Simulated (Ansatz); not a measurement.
## Effect of isotropic strain −4.53 % on C

Start from C in the graphite type structure (space group P6_3/mmc, No. 194; a = 2.458 Å, c = 6.563 Å; layered, stacked along the Cartesian z axis).

The change: an isotropic linear strain of −4.53 %, atoms relaxed at fixed cell.

Level of theory: plane-wave PAW DFT at the PBEsol-D3(BJ) level (Ansatz, a program for electronic structure, 420 eV), spin-orbit coupling left out. k-mesh 15×15×5 (Γ-centred); smearing 0.05 eV (Fermi–Dirac).

| quantity | base | changed | shift |
|---|---|---|---|
| volume per atom | 8.59 Å³ | 7.47 Å³ | -1.115 Å³ |
| space group | P6_3/mmc (No. 194) | P6_3/mmc (No. 194) | – |
| shortest interatomic distance | 1.419 Å | 1.355 Å | -0.064 Å |
| energy relative to the base (free energy F) | 0 meV/atom | +169 meV/atom | +169 meV/atom |
| pressure (mean of the normal stresses, compression positive) | 0.0 GPa | 53.4 GPa | +53.4 GPa |
| band gap | zero | zero | – |

Final structure:

```yaml
crystal:
  lattice:
    - [2.34692, 0.00000, 0.00000]
    - [-1.17346, 2.03249, 0.00000]
    - [0.00000, 0.00000, 6.26616]
  atoms:
    - { symbol: C, position: [0.00000, 0.00000, 0.25000] }
    - { symbol: C, position: [0.00000, 0.00000, 0.75000] }
    - { symbol: C, position: [0.33333, 0.66667, 0.25000] }
    - { symbol: C, position: [0.66667, 0.33333, 0.75000] }
```

A case with no gap was solved on a k-mesh chosen for an insulator, which is coarse for it. No phonon test of stability was made.
